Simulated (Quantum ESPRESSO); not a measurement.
A series of runs on Mg₂TeS (R3m, 4 atoms in the cell)

Space group R3m, hexagonal axes (No. 160); a = b = 4.310 Å, c = 21.245 Å, α = β = 90.00°, γ = 120.00°

```csv
atom,site,symmetry,x,y,z
Mg,3a,3m,0.0000,0.0000,0.9907
Mg,3a,3m,0.0000,0.0000,0.5101
Te,3a,3m,0.0000,0.0000,0.1231
S,3a,3m,0.0000,0.0000,0.6261
```
(The calculation used a cell of 4 atoms; values per cell refer to that cell.)

Base run A: LDA (PZ), GBRV 1.5 ultrasoft (LDA) pseudopotentials (Quantum ESPRESSO), self-consistent single point.

Its settings: ecutwfc = 40 Ry; ecutrho = 200 Ry; occupations = smearing; smearing = gaussian; degauss = 0.000734986 Ry; potentials = {Mg: mg_lda_v1.4.uspp.F.UPF, Te: te_lda_v1.uspp.F.UPF, S: s_lda_v1.4.uspp.F.UPF}; K_POINTS = automatic 9 9 9 0 0 0; conv_thr = 1e-11 Ry.

The starting cell comes from a database of computed structures (which also holds hypothetical and non-ambient phases and stackings), without a prior relaxation at this level. Spin-orbit coupling is off.

ΔF is the free energy per atom less that of run A. 

```
run  mixing_ndim  ΔF (meV/atom)  pressure (GPa)  largest force (eV/Å)  gap on the mesh (eV)  iterations
---  -----------  -------------  --------------  --------------------  --------------------  ----------
A        default           0.00           -2.67                 0.035                 1.256          11
B              2           0.00           -2.67                 0.035                 1.256          13
C              4           0.00           -2.67                 0.035                 1.256          12
D              6           0.00           -2.67                 0.035                 1.256          11
E             12           0.00           -2.67                 0.035                 1.256          12
F             16           0.00           -2.67                 0.035                 1.256          12
G             20           0.00           -2.67                 0.035                 1.256          12
```

Runs B, C, D, E, F, G ended on the same solution as A (within 1 meV/atom).
